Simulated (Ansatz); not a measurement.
# Effect of biaxial strain +4.00 %, plane normal [111], relaxed out of plane on SnAs

Consider SnAs in the rock salt structure (space group Fm-3m, No. 225; a = 5.714 Å; relaxed with 0.1 eV smearing). Axes: x, y, z lie along the cube axes.

Modification: tensile biaxial strain of 4.00 % in the plane normal to [111], as in epitaxy on a mismatched substrate; the out-of-plane cell vector and the atoms relax.

Method: Ansatz (an electronic-structure program) PBEsol, scalar-relativistic without spin-orbit coupling. Settings: 18×18×18 k-points, 0.1 eV Fermi–Dirac smearing.

Volume per atom: 24.13 Å³ (base 23.32 Å³)
Space group: R-3m (No. 166) (base Fm-3m (No. 225))
Shortest interatomic distance: 2.894 Å (base 2.857 Å)
Energy relative to the base (free energy F): +22 meV/atom
Band gap: zero (base zero)
Out-of-plane strain: -4.34 %
Ratio −ε⊥/ε∥: 1.08
Mean in-plane stress (compression positive): -3.6 GPa

Final structure (turned so that z lies along the plane normal):

```yaml
crystal:
  lattice:
    - [4.20216, 0.00000, 0.00000]
    - [2.10108, 3.63918, 0.00000]
    - [2.10108, -1.21306, 3.15593]
  atoms:
    - { symbol: Sn, position: [0.00000, 0.50000, 0.50000] }
    - { symbol: As, position: [0.00000, 0.00000, 0.00000] }
```

No phonon test of stability was made. All final runs are without spin polarisation. An odd electron count without spin: SnAs.
